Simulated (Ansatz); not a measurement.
Adsorption energy and surface dipole of O on the 1x1 (111) surface of fcc Ag, one in a 1x1 cell, started at the site 'bridge Ag-Ag (span 2.9 Å)', worked from the runs' numbers; total energies count from the potentials' own zero.

Computed with PBE (plane waves to 420 eV, PAW; Ansatz, an electronic-structure program).

Slab: 5 atoms, 7.1 Å thick at the start under the adsorbate (thin: gaps and levels are the slab's own); k 12x12x1, smearing 0.1 eV, dipole-corrected; 2 atoms held, the rest relaxed; symmetry of the start imposed; spin-polarised, no spin-orbit, no U, no dispersion correction. At the end it is bonded to 3 Ag. In PBE it is, or lies within 0.03 eV of, the lowest of the starts that converged.

| quantity | value |
|---|---|
| slab with the adsorbate | -30925.558 eV |
| clean slab, same cell and mesh | -30361.527 eV |
| reference, ½ O2(g) | -564.968 eV |
| area of the cell | 7.45 Å² |
| change of the step from the bottom to the top vacuum level | 3.532 eV |

Q: What is the adsorption energy against this reference?

A: E(slab + adsorbate) − E(slab) − E(reference) = 0.94 eV, so in this state the adsorbate is less stable than in the reference, at a coverage of 13.42 a nm².

Q: What dipole does adsorption add to the slab along the outward normal (Helmholtz relation, ε₀ = 0.005526 e/(V·Å))?

A: p = −ε₀·A·ΔV = -0.145 e·Å = -0.70 D; its negative end points to the vacuum, which raises the vacuum level.
